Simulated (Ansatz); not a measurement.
Slab thickness and the (111) surface of fcc Pt: the same face, mesh and vacuum, all atoms relaxed.

All values below come from PBE (plane waves to 420 eV, PAW; Ansatz, a program for electronic structure).

```json
[
 {"atoms": "2", "thickness (Å)": "2.3", "γ (J/m²)": "1.53", "work function, top face (eV)": "___", "rough cost": "about 10 core-seconds (a rough figure)"},
 {"atoms": "3", "thickness (Å)": "4.6", "γ (J/m²)": "1.53", "work function, top face (eV)": "___", "rough cost": "roughly 16 core-seconds"},
 {"atoms": "4", "thickness (Å)": "6.9", "γ (J/m²)": "1.45", "work function, top face (eV)": "5.67", "rough cost": "very roughly 20 core-seconds"},
 {"atoms": "5", "thickness (Å)": "9.2", "γ (J/m²)": "1.49", "work function, top face (eV)": "5.68", "rough cost": "around 27 core-seconds (rough)"},
 {"atoms": "6", "thickness (Å)": "11.5", "γ (J/m²)": "1.47", "work function, top face (eV)": "5.69", "rough cost": "roughly 90 core-seconds"},
 {"atoms": "7", "thickness (Å)": "13.8", "γ (J/m²)": "1.48", "work function, top face (eV)": "5.67", "rough cost": "about 100 core-seconds (a rough figure)"},
 {"atoms": "8", "thickness (Å)": "16.1", "γ (J/m²)": "1.48", "work function, top face (eV)": "5.68", "rough cost": "about 60 core-seconds (a rough figure)"},
 {"atoms": "10", "thickness (Å)": "20.7", "γ (J/m²)": "1.47", "work function, top face (eV)": "5.68", "rough cost": "very roughly 100 core-seconds"},
 {"atoms": "12", "thickness (Å)": "25.2", "γ (J/m²)": "1.47", "work function, top face (eV)": "5.68", "rough cost": "roughly 2.3 core-minutes"},
 {"atoms": "16", "thickness (Å)": "34.4", "γ (J/m²)": "1.46", "work function, top face (eV)": "5.68", "rough cost": "very roughly 8 core-minutes"}
]
```

### Question
What belongs in the gaps?

### Answer

- 2, work function, top face (eV): 5.65
- 3, work function, top face (eV): 5.78
